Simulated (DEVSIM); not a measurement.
Device: Si n-i-p diode, at 300 K.

Layer 1 from the left is Si, thickness (μm) 0.180, Nd (cm⁻³) 1.4e18, τn (s) 8.9e-7, τp (s) 8.9e-8. Layer 2 from the left is Si, thickness (μm) 1.40, Na (cm⁻³) 1.6e12, τn (s) 8.9e-7, τp (s) 8.9e-7. Layer 3 from the left is Si, thickness (μm) 0.910, Na (cm⁻³) 5.8e17, τn (s) 8.9e-7, τp (s) 8.9e-7.

Left contact: ohmic. Right contact: ohmic. Voltage is applied to the left contact. Recombination: SRH at mid-gap, radiative, Auger. Mobility is μmin + (μ − μmin)/(1 + (N/Nref)^α).

This is a model device: material constants are rounded textbook-type values typed into the input, and sizes, dopings and lifetimes were drawn at random. Values at 300 K.

Si: gap (eV) 1.124, affinity (eV) 4.05, permittivity 11.7, Nc (cm⁻³) 2.86e19, Nv (cm⁻³) 3.1e19, μn (cm²/Vs) 1417, μp (cm²/Vs) 470, μn,min 52, μp,min 45, Nref,n 9.7e16, Nref,p 2.2e17, αn 0.68, αp 0.72, B (cm³/s) 4.7e-15, Cn (cm⁶/s) 2.8e-31, Cp (cm⁶/s) 9.9e-32.

Simulated with DEVSIM: 1D drift-diffusion, Boltzmann statistics, complete ionisation; no tunnelling, impact ionisation, image-force lowering or self-heating.

Problem. What does the simulation give for the dark forward voltage at 1 A/cm², the potential step across the device at zero bias?

Solution. dark forward voltage at 1 A/cm² 0.667 V; potential step across the device at zero bias 0.943 V.
